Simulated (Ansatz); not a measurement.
The starting structures come from a database of crystals and need not be the phases stable at ambient conditions.

# Evanescent states of RbIO3 (R3m, not sure to be the ambient phase, 5 atoms a cell, 18.5 Å³ an atom) along the normal of (110)

Method: r2SCAN (plane waves, PAW; Ansatz, a quantum-chemistry and plane-wave program).

The gap is the functional's own, uncorrected, and κ follows it; spin-orbit coupling is left out. Mid-gap values are interpolated between the computed energies.

Energies count from the valence-band top; κ is the least over a 8×6 mesh across the current.

```tsv
E (eV)	κ (1/Å)	where
0.08	0.199	off Γ
0.24	0.271	off Γ
0.40	0.299	off Γ
0.56	0.317	off Γ
0.72	0.329	off Γ
0.88	?	off Γ
1.04	?	off Γ
1.20	?	off Γ
1.36	?	off Γ
1.52	?	off Γ
1.68	?	off Γ
1.84	?	off Γ
2.00	?	off Γ
2.16	?	off Γ
2.32	?	off Γ
2.48	0.272	off Γ
2.64	0.247	off Γ
2.80	0.214	off Γ
2.96	0.156	off Γ
3.12	0.081	off Γ
```

Task: Complete the blanks.

Result: 
- 0.88, κ (1/Å): 0.337
- 1.04, κ (1/Å): 0.341
- 1.20, κ (1/Å): 0.343
- 1.36, κ (1/Å): 0.343
- 1.52, κ (1/Å): 0.340
- 1.68, κ (1/Å): 0.335
- 1.84, κ (1/Å): 0.328
- 2.00, κ (1/Å): 0.319
- 2.16, κ (1/Å): 0.307
- 2.32, κ (1/Å): 0.292
